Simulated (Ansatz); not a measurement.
Start from Y in the hcp (Mg type) structure (space group P6_3/mmc, No. 194; a = 3.594 Å, c = 5.610 Å; relaxed with 0.1 eV smearing). Axes: x lies along a and z along c of the hexagonal cell.

Computed with PBEsol, PAW, 420 eV (Ansatz, an electronic-structure program; scalar-relativistic without spin-orbit coupling).

Modification: the cell is stretched by 3.00 % along x with no lateral relaxation, atoms relaxed at fixed cell.

Problem. Predict the stress tensor and what it implies for the stiffness.

Solution. Stress of the strained cell less that of the base (GPa, compression positive):
```
   -2.2     0.0     0.0
    0.0    -0.7     0.0
    0.0     0.0    -0.7
```

Then −Δσ_ii/ε with ε = 0.0300 gives secant stiffness values (nonlinear terms included at this strain): C11 ≈ 72 GPa, C12 ≈ 24 GPa and C13 ≈ 22 GPa.

As a check, the harmonic strain energy −½ V₀ Δσ:ε is 6.4 meV/atom; the computed energy rise is 6.5 meV/atom.

Stability against distortions was not tested. All final runs are without spin polarisation.
